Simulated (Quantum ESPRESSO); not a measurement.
Quantum ESPRESSO run on TiMoC2 (R-3m, 4 atoms in the cell): self-consistent single point.

Method of the run: PBEsol, GBRV 1.5 ultrasoft (PBESOL) pseudopotentials (plane waves; Quantum ESPRESSO).

```xyz
4
Lattice="1.5321 -0.8846 5.0567 0.0000 1.7691 5.0567 -1.5321 -0.8846 5.0567" Properties=species:S:1:pos:R:3 pbc="T T T"
Ti     0.0000     0.0000     0.0000
Mo     0.0000     0.0000     7.5851
C      0.0000     0.0000    11.3552
C      0.0000     0.0000     3.8149
```

Reference input (self-consistent single point, DFT, PBEsol, plane waves, GBRV 1.5 ultrasoft (PBESOL) pseudopotentials): ecutwfc = 50 Ry; ecutrho = 400 Ry; occupations = smearing; smearing = mp; degauss = 0.0073499 Ry; potentials = {Ti: ti_pbesol_v1.4.uspp.F.UPF, Mo: mo_pbesol_v1.uspp.F.UPF, C: c_pbesol_v1.2.uspp.F.UPF}; K_POINTS = automatic 11 11 11 0 0 0; conv_thr = 1e-11 Ry. This run's input differs from it in these lines:

```diff
@@ -19,3 +19,3 @@
    smearing = 'mp',
-   degauss = 0.0073499,
+   degauss = 0.000146997,
 /
```

The program printed (abridged):

```
     Self-consistent Calculation

     iteration #  1     ecut=    50.00 Ry     beta= 0.70

---- Real-time Memory Report at c_bands before calling an iterative solver
           184 MiB given to the printing process from OS
           132 MiB allocation reported by mallinfo(arena+hblkhd)
------------------
     Minimization algorithm failed to find Fermi energy: reverting to bisection
     Possible cause: smearing is larger than the electronic band-gap.

     negative rho (up, down):  1.218E-03 0.000E+00

     total energy              =    -277.77798431 Ry
     estimated scf accuracy    <       5.51891913 Ry

   [... lines left out ...]
           286 MiB given to the printing process from OS
           167 MiB allocation reported by mallinfo(arena+hblkhd)
------------------

     negative rho (up, down):  6.603E-04 0.000E+00

     total energy              =    -281.58814307 Ry
     estimated scf accuracy    <          2.3E-11 Ry

     iteration # 19     ecut=    50.00 Ry     beta= 0.70

---- Real-time Memory Report at c_bands before calling an iterative solver
           286 MiB given to the printing process from OS
           167 MiB allocation reported by mallinfo(arena+hblkhd)
------------------

     negative rho (up, down):  6.603E-04 0.000E+00
     End of self-consistent calculation

     the Fermi energy is    17.8131 ev

!    total energy              =    -281.58814307 Ry
     estimated scf accuracy    <          4.2E-12 Ry
     smearing contrib. (-TS)   =      -0.00000057 Ry
     internal energy E=F+TS    =    -281.58814250 Ry

     convergence has been achieved in  19 iterations

     negative rho (up, down):  6.603E-04 0.000E+00

     Forces acting on atoms (cartesian axes, Ry/au):

     atom    1 type  1   force =     0.00000000   -0.00000000    0.00000000
     atom    2 type  2   force =     0.00000000    0.00000000    0.00000000
     atom    3 type  3   force =    -0.00000000   -0.00000000    0.00749408
     atom    4 type  3   force =     0.00000000    0.00000000   -0.00749408

     Total force =     0.010598     Total SCF correction =     0.000002

     negative rho (up, down):  6.603E-04 0.000E+00
          total   stress  (Ry/bohr**3)                   (kbar)     P=      -99.75
  -0.00069051  -0.00000000   0.00000000         -101.58       -0.00        0.00
   0.00000000  -0.00069051  -0.00000000            0.00     -101.58       -0.00
  -0.00000000  -0.00000000  -0.00065329           -0.00       -0.00      -96.10

   JOB DONE.
```

The run converged in 19 iterations. Against the reference run the free energy stays essentially unchanged (within 1 meV/atom), the pressure hardly changes (-9.97 to -9.98 GPa) and the largest force goes from 0.202 to 0.193 eV/Å. The full log also holds: “c_bands:  1 eigenvalues not converged”.

The starting cell comes from a database of computed structures (which also holds hypothetical and non-ambient phases and stackings), without a prior relaxation at this level. Spin polarisation is off. With a pressure of about -10 GPa the cell is away from its equilibrium volume at this level.

Cost on one core of a shared machine: roughly 6 min.
